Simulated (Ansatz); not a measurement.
Base system: W in the bcc (W type) structure (space group Im-3m, No. 229; relaxed with 0.1 eV smearing).

```
W
1.0
   -1.58470     1.58470     1.58470
    1.58470    -1.58470     1.58470
    1.58470     1.58470    -1.58470
W
1
Direct
  0.00000   0.00000   0.00000
```

Cartesian axes are those of the cell as printed.

All numbers come from DFT with r2SCAN, PAW potentials and a 500 eV plane-wave cutoff in Ansatz (a program for electronic structure), spin-orbit coupling left out, earlier PAW set.

Strains are applied to the cell and any free atomic positions relax; under biaxial strain the out-of-plane vector relaxes too.

One change was made to it. Results:

```tsv
quantity	base	after
energy relative to the base (free energy F)	0 meV/atom	+1.1 meV/atom
shortest interatomic distance	2.745 Å	2.740 Å
pressure (mean of the normal stresses, compression positive)	0.0 GPa	1.7 GPa
```

Question: Which change produced these results?
(A) biaxial strain +0.25 %, plane normal [001], relaxed out of plane
(B) biaxial strain −0.43 %, plane normal [001], relaxed out of plane
(C) isotropic strain −0.74 %

Answer: B, biaxial strain −0.43 %, plane normal [001], relaxed out of plane. For comparison, the pressure in the other runs: isotropic strain −0.74 % gives 7.5 GPa; biaxial strain +0.25 %, plane normal [001], relaxed out of plane gives -1.0 GPa.

No phonon test of stability was made. All final runs are without spin polarisation.
